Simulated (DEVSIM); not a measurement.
## abrupt Si n-p junction

Structure: abrupt Si n-p junction, at 400 K.

```csv
layer (left to right),material,thickness (μm),Nd (cm⁻³),Na (cm⁻³),τn (s),τp (s)
1,Si,78.0,1.5e16,-,8.6e-7,8.6e-7
2,Si,1.00,-,2.2e17,8.6e-7,8.6e-7
```

Left contact: ohmic. Right contact: ohmic. Voltage is applied to the left contact. Recombination: SRH at mid-gap, radiative. Mobility is constant in doping.

Constants are typed, rounded textbook-type inputs, not results; the design itself was drawn at random and stands for no fabricated device. Values at 300 K; Nc and Nv go as T^1.5, mobilities as T to minus their exponent, the gap by Varshni's rule with the affinity fixed.

```
parameter               Si
----------------  --------
gap (eV)             1.124
affinity (eV)         4.05
permittivity          11.7
Nc (cm⁻³)          2.86e19
Nv (cm⁻³)           3.1e19
μn (cm²/Vs)           1417
μp (cm²/Vs)            470
T exponent of μn       2.3
T exponent of μp       2.2
B (cm³/s)          4.7e-15
Varshni α (eV/K)  0.000473
Varshni β (K)          636
```

Simulated with DEVSIM: 1D drift-diffusion, Boltzmann statistics, complete ionisation; no tunnelling, impact ionisation, image-force lowering or self-heating.

```yaml
potential_step_across_the_device_at_zero_bias: 0.636 V
largest_field_in_the_device_at_zero_bias: 53000 V/cm
Dark forward voltage at 1 A/cm²: 0.414 V
Dark forward voltage at 100 A/cm²: 0.823 V
```

Dark reverse current:

```csv
V (V),J (A/cm²)
0.04,5.9e-6
0.10,8.8e-6
0.20,1.1e-5
0.30,1.2e-5
0.40,1.3e-5
0.60,1.4e-5
0.80,1.6e-5
1.00,1.8e-5
1.30,1.9e-5
1.60,2.1e-5
2.00,2.3e-5
```

Dark forward current:

```csv
V (V),J (A/cm²)
-0.05,-2.5e-5
-0.10,-0.00013
-0.15,-0.00056
-0.20,-0.0024
-0.30,-0.043
-0.35,-0.18
-0.40,-0.71
-0.45,-2.5
-0.50,-6.6
-0.55,-14
-0.60,-23
-0.70,-51
-0.75,-69
-0.80,-90
-0.85,-110
-0.90,-140
-0.95,-170
-1.05,-240
-1.10,-280
-1.15,-320
-1.20,-370
-1.25,-420
-1.30,-470
-1.35,-530
-1.45,-650
-1.50,-720
-1.55,-790
-1.60,-860
```
